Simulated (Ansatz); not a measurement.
**HfTeS (P3m1, No. 156, 3 atoms in the cell; start mp-1224272)**

Calculation: r²SCAN (PAW; Ansatz, a first-principles code).

Settings: plane-wave cutoff 560 eV, 18×18×8 k mesh (along the axes of the cell as run), Fermi–Dirac smearing 0.05 eV, scalar-relativistic PAW data made under PBE.

Cell (relaxed at this level):

```cif
data_HfSTe
_chemical_formula_sum 'Hf1 Te1 S1'
_space_group_name_H-M_alt 'P 1'
_space_group_IT_number 1
_cell_length_a 3.82123
_cell_length_b 3.82123
_cell_length_c 6.64719
_cell_angle_alpha 90.000
_cell_angle_beta 90.000
_cell_angle_gamma 120.000
loop_
_space_group_symop_operation_xyz
  'x, y, z'
loop_
_atom_site_label
_atom_site_type_symbol
_atom_site_fract_x
_atom_site_fract_y
_atom_site_fract_z
_atom_site_occupancy
Hf1 Hf 0.33333 0.66667 0.02948 1
Te1 Te 0.00000 0.00000 0.74858 1
S1 S 0.66667 0.33333 0.22194 1
```

For HfTeS (P3m1, No. 156, 3 atoms in the cell; start mp-1224272), the band gap is 0.17 eV (on the SCF k mesh).

Note: the relaxation could not lower the start's symmetry, so the cell can be a saddle point above a distorted one; the cell has widely spaced layers and the level no dispersion term, so their spacing and the moduli can rest on weak binding.

Spin–orbit coupling is not included; it can close the smallest gap of 0.17 eV.

The computed numbers hold no vibrational or temperature effects.

It cost roughly 18 core-minutes of CPU time.

A start named mp-… is a Materials Project structure, which need not be a measured phase.
